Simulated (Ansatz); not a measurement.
Take BAs in the zinc blende structure (space group F-43m, No. 216) as the base.

```yaml
crystal:
  lattice:
    - [0.00000, 2.38395, 2.38395]
    - [2.38395, 0.00000, 2.38395]
    - [2.38395, 2.38395, 0.00000]
  atoms:
    - { symbol: B, position: [0.00000, 0.00000, 0.00000] }
    - { symbol: As, position: [0.25000, 0.25000, 0.25000] }
```

Cartesian axes are those of the cell as printed.

The values are results of Ansatz (a quantum-chemistry and plane-wave program), PBEsol, PAW, cutoff 420 eV, no spin-orbit coupling, not measurements.

Base values:

The band gap is 1.08 eV.

It is then changed as follows: biaxial strain −1.50 %, plane normal [001], relaxed out of plane (Cartesian); in-plane vectors clamped, the third vector and the atoms free.

**Question.** What happens to the band gap?

**Answer.** The band gap falls by 0.196 eV to 0.89 eV.

**Question.** What happens to the out-of-plane strain?

**Answer.** The out-of-plane strain is +0.77 %.

Whether these cells are dynamically stable was not tested.
